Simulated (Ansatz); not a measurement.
System: CsCl-type CuZn. Method: LDA (Ansatz, a first-principles code, plane waves, PAW).

Run with plane-wave cutoff 520 eV, 16×16×16 k mesh, Fermi–Dirac smearing 0.1 eV, perturbation theory, force constants from a 4×4×4 q mesh, no spin polarisation, scalar-relativistic PAW data made under PBE.

Computed at the level's own relaxed cell.

```cif
data_CuZn
_chemical_formula_sum 'Zn1 Cu1'
_space_group_name_H-M_alt 'Pm-3m'
_space_group_IT_number 221
_space_group_name_Hall '-P 4 2 3'
_cell_length_a 2.87011
_cell_length_b 2.87011
_cell_length_c 2.87011
_cell_angle_alpha 90.000
_cell_angle_beta 90.000
_cell_angle_gamma 90.000
loop_
_atom_site_label
_atom_site_type_symbol
_atom_site_symmetry_multiplicity
_atom_site_Wyckoff_symbol
_atom_site_fract_x
_atom_site_fract_y
_atom_site_fract_z
_atom_site_occupancy
Zn1 Zn 1 b 0.50000 0.50000 0.50000 1
Cu1 Cu 1 a 0.00000 0.00000 0.00000 1
```

Harmonic phonon frequencies (cm⁻¹; i marks an imaginary mode):

| q point | frequencies |
|---|---|
| Γ | 0 0 0 217 217 217 |
| R | ? |

Complete the blanks.


- R, frequencies: 153 153 153 177 177 177

No imaginary mode appears at these points.
